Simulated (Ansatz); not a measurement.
## Effect of pressure 7 GPa on Ba

Consider Ba in the bcc (W type) structure (space group Im-3m, No. 229; a = 4.8826 Å).

Perturbation: cell and atoms relaxed at a pressure of 7 GPa.

Method: PBEsol (Ansatz, an electronic-structure program), scalar-relativistic without spin-orbit coupling. Γ-centred 13×13×13 mesh, Fermi–Dirac width 0.05 eV.

```tsv
quantity	base	changed	shift
volume per atom	58.20 Å³	37.13 Å³	-21.07 Å³
density	3.92 g/cm³	6.14 g/cm³	+2.22 g/cm³
lattice parameter a	4.883 Å	4.203 Å	-0.6794 Å
shortest interatomic distance	4.228 Å	3.640 Å	-0.588 Å
enthalpy H = E + PV relative to the base's energy	–	+1.98 eV/atom	–
band gap	zero	zero	–
```

Load acts through the strain it causes; cell and atoms are relaxed under it. Stability against distortions was not tested. Measured, Ba leaves this structure (for hcp) near 5.5 GPa (temperature not stated; as listed in Olga Degtyareva, NATO science for peace and security series. B, Physics and biophysics (2010)).
